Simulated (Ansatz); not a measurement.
Band structure of MnCl2O2 (C2/m, 5 atoms in the cell).

```
CELL_PARAMETERS angstrom
      3.50515    -3.60436     0.00000
      3.50515     3.60436     0.00000
     -0.66414     0.00000     3.52560
ATOMIC_POSITIONS crystal
  Mn 0.00000 0.00000 0.00000
  Cl 0.75538 0.75538 0.44161
  Cl 0.24462 0.24462 0.55839
  O  0.23916 0.76084 0.00000
  O  0.76084 0.23916 0.00000
```
Moments meant for the start (each program seeds them in its own way; μB, in the order of the atoms Mn Cl Cl O O): 4.0 0.0 0.0 0.0 0.0.

Computed with PBEsol, PAW files made with PBE (plane waves; Ansatz, an electronic-structure program).

Settings: kpoints.mp_grid.grid = 4 4 5; hamiltonian.xc = pbesol; hamiltonian.pseudopotentials = {kind: paw} (an earlier, softer set of the program's PAW files); magnetization.spin_polarized = true; scf.occupations.method = fermi_dirac; scf.occupations.width = 0.05 eV; kpoints.band_path.npoints = 8.

The starting cell comes from a database of computed structures (which also holds hypothetical and non-ambient phases and stackings), without a prior relaxation at this level. Its lattice was rescaled by a random factor within 2.5 % of one. With one magnetic atom in the cell only a parallel order is possible.

Levels in eV from the Fermi level, bands 18 to 25 of the first spin channel:
```tsv
point	18	19	20	21	22	23	24	25
Γ	-1.12	-0.53	-0.06	0.08	0.50	0.92	1.14	3.01
Y	-1.28	-0.52	-0.50	-0.33	0.54	0.88	1.11	2.91
F	-1.23	-0.51	-0.50	-0.26	0.54	0.89	1.12	2.96
L	-1.14	-0.52	-0.47	-0.10	0.53	0.89	1.15	3.03
I	-1.17	-0.56	-0.55	-0.10	0.54	0.88	1.13	2.98
```

Bands cross the Fermi level along this path, so the cell is metallic at this level.

The net moment of the cell came out as 0.74 μB.

Keys are those of Ansatz 0.2.
